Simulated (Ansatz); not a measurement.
GaP, pressure series

The parent structure is GaP in the zinc blende structure (space group F-43m, No. 216; a = 5.5060 Å).

Cell and atoms are relaxed at each pressure.

Computed with Ansatz (a first-principles code), PBE, PAW, cutoff 420 eV, no SOC.

Two rows of this table had their results exchanged by mistake.

| pressure | volume per atom (Å³) | shortest distance (Å) | band gap |
|---|---|---|---|
| pressure −2 GPa | 21.45 | 2.406 | 1.36 eV |
| pressure −1 GPa | 21.15 | 2.395 | 1.47 eV |
| pressure 0.9 GPa | 20.63 | 2.375 | 1.62 eV |
| pressure 2.1 GPa | 16.52 | 2.206 | 1.13 eV |
| pressure 4.5 GPa | 19.81 | 2.343 | 1.55 eV |
| pressure 9 GPa | 18.98 | 2.310 | 1.47 eV |
| pressure 15 GPa | 18.10 | 2.274 | 1.37 eV |
| pressure 22.5 GPa | 17.23 | 2.237 | 1.24 eV |
| pressure 30 GPa | 20.33 | 2.364 | 1.60 eV |

Question: Which two?

Answer: The rows for pressure 2.1 GPa and pressure 30 GPa: the volume has to fall steadily with pressure, so 20.33 Å³ belongs to pressure 2.1 GPa and 16.52 Å³ to pressure 30 GPa.

Load acts through the strain it causes; cell and atoms are relaxed under it. Whether these cells are dynamically stable was not tested. Measured, GaP leaves this structure (for a Cmcm phase) near 26 GPa (temperature not stated; as listed in Datta, Sujoy, Jana, Debnarayan, arXiv (2020)).
